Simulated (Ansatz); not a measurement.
The starting structures come from a database of crystals and need not be the phases stable at ambient conditions.

 Where the default PAW files enter, the runs use the earlier of Ansatz's two default sets.

```
CELL_PARAMETERS angstrom
      5.21646     0.00000     0.00000
      0.00000     6.85390     0.01033
      0.00000    -1.54478     4.32434
ATOMIC_POSITIONS crystal
  Tl 0.25000 0.21579 0.60790
  Tl 0.75000 0.78421 0.39210
  I  0.25000 0.73056 0.86528
  I  0.75000 0.26944 0.13472
```

Space group of this cell: Cmcm. The cell was relaxed by PBE-D3(BJ); by r2SCAN its mean pressure is 0.7 GPa.

Transport runs along the normal of the first two printed cell vectors.

The gap is the functional's own, uncorrected, and κ follows it; spin-orbit coupling is left out. Mid-gap values are interpolated between the computed energies.

Problem. Compute, with r2SCAN (Ansatz, a first-principles code), the band gap and the smallest decay constant κ at mid-gap.

Solution. Gap 2.62 eV on a 6×8×8 mesh; κ = 0.237 1/Å, at (0.333, 0.500) of the in-plane reciprocal vectors. At the zone centre, at the nearest computed energy, the slowest state has κ = 0.30 1/Å.
